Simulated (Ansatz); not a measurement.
The reference is Ge in the diamond structure (space group Fd-3m, No. 227).

```
Ge
1.0
    0.00000     2.83729     2.83729
    2.83729     0.00000     2.83729
    2.83729     2.83729     0.00000
Ge
2
Direct
  0.00000   0.00000   0.00000
  0.25000   0.25000   0.25000
```

Cartesian axes are those of the cell as printed.

The values are results of DFT with r2SCAN, PAW potentials and a 500 eV plane-wave cutoff in Ansatz (a program for electronic structure), spin-orbit coupling left out, not measurements.

Strains are applied to the cell and any free atomic positions relax; under biaxial strain the out-of-plane vector relaxes too.

One change was made to it. Results:

```tsv
quantity	base	after
energy relative to the base (free energy F)	0 meV/atom	+9.1 meV/atom
valence-band top at Γ (three highest levels, from the VBM)	0.00, 0.00, 0.00 eV	0.00, -0.21, -0.41 eV
```

### Question
Name the change that was made.
(A) uniaxial strain ε_yy = −3.65 %
(B) biaxial strain −2.08 %, plane normal [111], relaxed out of plane
(C) biaxial strain +0.76 %, plane normal [110], relaxed out of plane
(D) strain tensor (xx, yy, zz, yz, xz, xy) = (+1.46, +0.42, −1.92, −1.16, −0.89, +0.91) %

### Answer
D, strain tensor (xx, yy, zz, yz, xz, xy) = (+1.46, +0.42, −1.92, −1.16, −0.89, +0.91) %. For comparison, the energy relative to the base in the other runs: uniaxial strain ε_yy = −3.65 % gives +12 meV/atom; biaxial strain +0.76 %, plane normal [110], relaxed out of plane gives +1.4 meV/atom; biaxial strain −2.08 %, plane normal [111], relaxed out of plane gives +12 meV/atom.

A biaxial case was relaxed in a doubled cell and then solved in the primitive one. The levels and masses belong to the bands next to the band gap. No phonon test of stability was made. The real Ge has an indirect gap at ambient pressure; r2SCAN orders its close-lying valleys differently.
